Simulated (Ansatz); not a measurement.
Consider BAs in the zinc blende structure (space group F-43m, No. 216; a = 4.768 Å). Axes: x, y, z lie along the cube axes.

Calculations: Ansatz (a first-principles code) PBEsol, no SOC.

For the base:

* **Band gap**: 1.08 eV

It is then changed as follows: biaxial strain +1.00 %, plane normal [001], relaxed out of plane (Cartesian); in-plane vectors clamped, the third vector and the atoms free.

Estimate the effect on the ratio −ε⊥/ε∥, band gap, in-plane stress and energy relative to the base.

The ratio −ε⊥/ε∥ amounts to 0.52; the band gap decreases by 0.21 eV (1.08 eV → 0.87 eV); the mean in-plane stress (compression positive) is -3.0 GPa; the energy increases by 2.6 meV/atom.

Whether these cells are dynamically stable was not tested.
